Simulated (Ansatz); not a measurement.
The parent structure is Mg₂Sn (space group Fm-3m, No. 225; a = 6.7460 Å).

Now apply this change: a hydrostatic pressure of 4.2 GPa.

Levels (all Ansatz, an electronic-structure program, PAW): PBEsol (420 eV, without spin-orbit coupling); HSE06+SOC (420 eV, with spin-orbit coupling).

The geometry is relaxed with PBEsol.

```
Property         Value
---------------  -----
PBEsol band gap   zero
```

Predict the valence-band top at Γ and band gap from HSE06+SOC.

The valence-band top at Γ (three highest Kramers pairs, from the VBM) comes out as 0.00, 0.00, -0.56 eV; the band gap becomes 0.20 eV (PBEsol: zero).

Single points use the geometry relaxed with PBEsol. HSE06 gaps are upper bounds (no full band path). Differences between runs with and without spin-orbit coupling are approximate. Load acts through the strain it causes; cell and atoms are relaxed under it. Whether these cells are dynamically stable was not tested. Gaps under 0.05 eV, about the width of the smearing, are given as zero.
